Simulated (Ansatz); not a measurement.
The reference is AlCo in the CsCl type structure (space group Pm-3m, No. 221; a = 2.825 Å; weakly magnetic (sensitive to the mesh); relaxed with 0.1 eV smearing). Axes: x, y, z lie along the cube axes.

Calculations: r2SCAN (Ansatz, an electronic-structure program, PAW, spin-orbit coupling left out).

A first run, uniaxial strain ε_yy = +1.62 %, gives secant values C11 ≈ 260 GPa and C12 ≈ 140 GPa from its stress. A second run applies biaxial strain −1.25 %, plane normal [001], relaxed out of plane.

Question: What does linear elasticity predict for −ε⊥/ε∥ in the second run, and what does the run give?

Answer: Linear elasticity: 2 C12/C11 = 1.08. The run gives 1.11; any difference comes from nonlinear terms at these strains and numerical noise.

The magnetic state is the one reached from the starting moments; the real material's order can differ, and small cells can't hold many antiferromagnetic ones. No phonon test of stability was made.
